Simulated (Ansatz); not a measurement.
Thermal properties of Ca in the fcc (Cu type) structure at 300 K from quasi-harmonic lattice dynamics in Ansatz (plane waves, PAW), for several functionals and conditions. The first row is the reference, at zero pressure. The run noted for some of its cells that some bands missed the eigensolver's tolerance.

```csv
run,q mesh / k mesh,V (Å³/atom),α_L (10⁻⁶/K),bulk modulus B_T (GPa),γ,C_P (J/mol/K)
PBEsol,4×4×4 / 12×12×12,41.44,21.4,16.6,1.06,25.8
LDA,4×4×4 / 12×12×12,38.74,23.0,17.4,1.12,25.7
PBE,4×4×4 / 12×12×12,43.11,___,___,1.10,25.9
```

Task: Some entries are withheld; supply them.

Result: 
- PBE, α_L (10⁻⁶/K): 22.4
- PBE, bulk modulus B_T (GPa): 16.0

No phase change or melting is allowed for: the numbers belong to this structure as given. The runs of Ca (PBE), Ca (PBEsol) noted for some cells that some bands missed the eigensolver's tolerance; how far this moves their values was not measured.

The PAW data sets were generated under PBE and serve the other functionals too.

Ansatz is a program for electronic structure.
